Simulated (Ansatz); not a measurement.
Inside the gap of an insulator the Bloch states are evanescent, with a wavenumber k + iκ along the transport direction.

Data:

```xyz
4
Lattice="3.8819 0.0000 0.0000 -1.9410 3.3618 0.0000 0.0000 0.0000 6.3627" Properties=species:S:1:pos:R:3 pbc="T T T"
Zn     0.0000     2.2412     0.0009
Zn     1.9410     1.1206     3.1823
S      0.0000     2.2412     2.3851
S      1.9410     1.1206     5.5665
```

The cell is strained (all lengths scaled by 1.02); by r2SCAN it stands under a pressure of -4.0 GPa.

Transport runs along the normal of the first two printed cell vectors, the (001) plane of the conventional cell.

No gap correction and no spin-orbit coupling; mid-gap is the computed energy nearest the middle.

Q: Give the band gap and the smallest decay constant κ at mid-gap that r2SCAN in Ansatz (a first-principles code) yields.

A: Gap 2.51 eV on a 12×12×6 mesh; κ = 0.164 1/Å, at the zone centre.
